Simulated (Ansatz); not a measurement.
Given:

```
CELL_PARAMETERS angstrom
      4.07998     0.00000     0.00000
      0.00000     4.31556     0.00000
      0.00000     0.00000    18.86692
ATOMIC_POSITIONS crystal
  Sn 0.75000 0.89652 0.57555
  Sn 0.25000 0.39652 0.42445
  S  0.25000 0.47808 0.56057
  S  0.75000 0.97808 0.43943
```

Calculation: HSE06, rigid bands (plane waves, PAW, scalar-relativistic; Ansatz, an electronic-structure program). How the cell was made: cell and atoms relaxed with PBE.

What conductivity effective mass do dilute electrons have at 300 K?

0.22 (x), 0.198 (y) mₑ.

What conductivity effective mass do dilute holes have at 300 K?

0.27 (x), 0.25 (y) mₑ.

And the band gap?

2.08 eV at this level.

Rigid bands, one relaxation time for all states, no polarons. Spin-orbit coupling is left out; where it splits the top of the valence band it changes the hole mass and lowers the gap by about a third of the splitting. Geometry: cell and atoms relaxed with PBE.
